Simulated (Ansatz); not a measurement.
Take Si in the diamond structure (space group Fd-3m, No. 227; a = 5.434 Å) as the base. Axes: x, y, z lie along the cube axes.

The values are results of Ansatz (a program for electronic structure) PBEsol, without spin-orbit coupling, not measurements.

Before the change:

| Quantity | Result |
|---|---|
| Smallest direct gap | 2.52 eV |
| Volume per atom | 20.05 Å³ |

Now apply this change: biaxial strain +2.50 %, plane normal [001], relaxed out of plane (Cartesian); in-plane vectors clamped, the third vector and the atoms free.

Q: How does this affect the energy relative to the base, smallest direct gap and volume per atom?

A: The energy goes up by 13 meV/atom; the smallest direct gap shrinks by 0.31 eV, from 2.52 eV to 2.21 eV; the volume per atom grows by 0.585 Å³, from 20.05 Å³ to 20.64 Å³.

Stability against distortions was not tested.
